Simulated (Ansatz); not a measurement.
**Point defect Cu_Ti in rock-salt TiC**

Calculation: PBE, PAW (plane waves to 420 eV; Ansatz, a program for electronic structure). Details: 64-site cell; 4×4×4 shifted k-points; start: the Ti site; no Hubbard U; finite-size errors of tenths of an eV; the relaxation kept the symmetry of the starting site.

Neighbours after relaxation, in Å: of the Cu atom: C 2.20, C 2.20, C 2.20, C 2.20, C 2.20, C 2.20.

```json
[
 {"charge": "0", "moment (μB)": "quenched", "point group": "Oh", "largest move off a lattice site (Å)": "0.03"}
]
```

Point groups are those of the whole cell at tolerances of 0.03 and 0.1 Å ("near" where only the looser one holds); none is given for unsettled states.

Starting moments that weren't kept: charge 0 began with 1 μB and ended with 0.0.

All states together cost around 9 core-minutes (rough).
